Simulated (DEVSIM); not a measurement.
Structure: abrupt Si n-p junction, at 250 K.

| layer (left to right) | material | thickness (μm) | Nd (cm⁻³) | Na (cm⁻³) | τn (s) | τp (s) |
|---|---|---|---|---|---|---|
| 1 | Si | 19.0 | 6.6e17 | - | 5.5e-7 | 5.5e-7 |
| 2 | Si | 87.0 | - | 2.4e16 | 5.5e-7 | 5.5e-7 |

Left contact: ohmic. Right contact: ohmic. Voltage is applied to the left contact. Recombination: SRH at mid-gap, radiative, Auger. Mobility is μmin + (μ − μmin)/(1 + (N/Nref)^α).

Constants are typed, rounded textbook-type inputs, not results; the design itself was drawn at random and stands for no fabricated device. Values at 300 K; Nc and Nv go as T^1.5, mobilities as T to minus their exponent, the gap by Varshni's rule with the affinity fixed.

| parameter | Si |
|---|---|
| gap (eV) | 1.124 |
| affinity (eV) | 4.05 |
| permittivity | 11.7 |
| Nc (cm⁻³) | 2.86e19 |
| Nv (cm⁻³) | 3.1e19 |
| μn (cm²/Vs) | 1417 |
| μp (cm²/Vs) | 470 |
| μn,min | 52 |
| μp,min | 45 |
| Nref,n | 9.7e16 |
| Nref,p | 2.2e17 |
| αn | 0.68 |
| αp | 0.72 |
| T exponent of μn | 2.3 |
| T exponent of μp | 2.2 |
| B (cm³/s) | 4.7e-15 |
| Cn (cm⁶/s) | 2.8e-31 |
| Cp (cm⁶/s) | 9.9e-32 |
| Varshni α (eV/K) | 0.000473 |
| Varshni β (K) | 636 |

Simulated with DEVSIM: 1D drift-diffusion, Boltzmann statistics, complete ionisation; no tunnelling, impact ionisation, image-force lowering or self-heating.

The doping Na of layer 2 was swept, all else fixed.

```
doping Na of layer 2 (cm^-3)  potential step across the device at zero bias (V)  dark forward voltage at 100 A/cm² (V)  dark forward voltage at 1 A/cm² (V)  largest field in the device at zero bias (V/cm)
----------------------------  -------------------------------------------------  -------------------------------------  -----------------------------------  -----------------------------------------------
7.2e14                                                                    0.837                                  1.019                                0.723                                            42000
2.4e15                                                                    0.863                                  0.981                                0.731                                            45000
7.2e15                                                                    0.886                                  0.958                                0.745                                            54000
2.4e16                                                                    0.912                                  0.949                                0.770                                            81000
7.2e16                                                                    0.936                                  0.951                                0.794                                           130000
2.4e17                                                                    0.962                                  0.961                                0.820                                           220000
7.2e17                                                                    0.986                                  0.968                                0.839                                           320000
```

From the first row to the last the potential step across the device at zero bias goes from 0.837 to 0.986. From the first row to the last the dark forward voltage at 100 A/cm² goes from 1.019 to 0.968.
